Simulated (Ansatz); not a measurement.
An Ansatz (a first-principles code) run: InAs with a change (biaxial strain +0.50 %, plane normal [001], relaxed out of plane); DFT with r2SCAN, PAW potentials and a 500 eV plane-wave cutoff in Ansatz, no spin-orbit coupling.

Input:

Ansatz 0.2 input:
```yaml
crystal:
  lattice:
    - [4.3417136094, 0, 0]
    - [0, 4.3417136094, 0]
    - [2.1708568047, -2.1708568047, 3.0471442759]
  atoms:
    - { symbol: In, position: [0, 0, 0] }
    - { symbol: As, position: [0.75, 0.75, 0.5] }
basis: { ecutwfc: 500, ecutrho_ratio: 4, xc_grid: 4, fft_grid_basis: typed }
kpoints: { mp_grid: { grid: [9, 9, 9] } }
hamiltonian:
  xc: r2scan
  dispersion: none
  pseudopotentials: { kind: paw }
scf: { occupations: { method: fermi_dirac, width: 0.05 } }
relax: { f_tol: 0.005, max_steps: 50, cell: { stress_tol: 0.01, fix: [a, b, gamma] } }
output: { forces: true, stress: true }
checkpoint: { write: state.ck, write_every: 1000 }
```

Output (explanatory and most iteration lines left out):

```
Relaxation: its limit of steps is 50 (relax.max_steps)
Pseudopotential: In, paw, valence charge 13
Pseudopotential: As, paw, valence charge 15
Crystal: 2 atoms, lattice volume = 57.440 Å³
Basis set: ecut = 500 eV, 1459 PW (Γ), exchange–correlation on 128×128×128 points (64 copies of the dense FFT grid, shifted against one another)
Bands: 18, of which v1, the nominal top of the filled ones, is band 14 counted from 1 (13 counted from 0)
Symmetry: 8 space group operations
Space group: I-4m2 (ITA 119), of the structure as read, at distance tolerance 3.9e-5 Å
k-points: 75 of 729 (time reversal used)
Functional: x = r2scan, c = r2scan; τ floored in thin density (d = 2e-4 eV/Å³)
SCF iter   1: F=—  HF=-10477.171213 eV  |F-HF|=—  |Δ(HF+E_count)|=         —  Δρ=5.89e-3  dr2=1.14e-2  dr2_τ=7.31e-3  ethr=1.77e-3  ⟨swp⟩=6.0  Hψ=6771  notcnv=0
SCF iter   2: F=—  HF=-10477.177036 eV  |F-HF|=—  |Δ(HF+E_count)|=   5.82e-3  Δρ=1.69e-3  dr2=1.30e-3  dr2_τ=6.75e-5  ethr=4.06e-5  ⟨swp⟩=2.0  Hψ=3300  notcnv=0
SCF 1 converged in 6 iterations: F = -10477.177399 eV  dr2 = 1.85e-8
relax step   1: F+E_penalty+E_count = -10477.17739940 eV  Δ(F+E_penalty+E_count) = +0.000e0 eV  max|allowed force component| = 1.735e-18 eV/Å  Δτ_max = 0.0000 Å  P = -0.422 GPa  Ω = 57.440 Å³  fix = [a, b, gamma]  reactions: a -0.514, b -0.514 GPa  (6 SCF iters, dr2 threshold 1.00e-7 eV, accepted)
[... steps on the carried basis left out ...]
relax step   3: F+E_penalty+E_count = -10477.17754505 eV  Δ(F+E_penalty+E_count) = -7.436e-8 eV  max|allowed force component| = 1.735e-18 eV/Å  Δτ_max = 0.0000 Å  P = -0.256 GPa  Ω = 57.267 Å³  energy of the carried Pulay correction = +1.584e-5 eV  fix = [a, b, gamma]  reactions: a -0.383, b -0.383 GPa  (4 SCF iters, dr2 threshold 2.33e-9 eV, accepted)
Crystal: 2 atoms, lattice volume = 57.267 Å³
SCF iter   1: F=—  HF=-10477.177532 eV  |F-HF|=—  |Δ(HF+E_count)|=         —  Δρ=2.98e-6  dr2=1.69e-9  dr2_τ=2.72e-9  ethr=8.71e-8  ⟨swp⟩=3.1  Hψ=10292  notcnv=0
SCF iter   2: F=—  HF=-10477.177531 eV  |F-HF|=—  |Δ(HF+E_count)|=   8.64e-7  Δρ=1.29e-6  dr2=2.09e-10  dr2_τ=5.52e-11  ethr=6.03e-12  ⟨swp⟩=3.1  Hψ=3341  notcnv=0
SCF 4 converged in 5 iterations: F = -10477.177531 eV  dr2 = 6.78e-14
SCF converged after 5 iterations
Free energy (F): -10477.177531 eV
Internal energy: -10477.177112 eV  (E = F + TS)
E sigma→0 (E₀):  -10477.177321 eV
Entropy (-TS):   -0.000420 eV (-0.210 meV/atom)
Fermi energy:    7.237594 eV
--- Forces (eV/Å), atoms counted from 1 ---
  atom   1  In     0.00000000     0.00000000     0.00000000
  atom   2  As    -0.00000000     0.00000000     0.00000000
--- Stress (GPa, compression-positive) ---
       -0.383550       0.000000      -0.000000
        0.000000      -0.383550       0.000000
       -0.000000       0.000000      -0.000909
  P = ⅓ Tr σ = -0.2560 GPa (-2.560 kbar)
--- Relaxed structure (3 steps of the walk, 3 accepted, 1 SCFs on fresh bases) ---
  cell:  # Å, volume = 57.2668 Å³
    - [4.3417136094, 0.0, 4.876172439654497e-34]
    - [0.0, 4.3417136094, 0.0]
    - [2.1708568047, -2.1708568047, 3.0379501972860843]
  atoms:
    - { symbol: In, position: [-1.1089687837870704e-35, 1.2868893973670072e-85, 2.5737787947340145e-85] }
    - { symbol: As, position: [0.75, 0.7500000000000001, 0.5] }
```

Stability against distortions was not tested. The final runs are not spin-polarised. The cell was made from InAs in the zinc blende structure (space group F-43m, No. 216) by this change: biaxial strain +0.50 %, plane normal [001], relaxed out of plane.
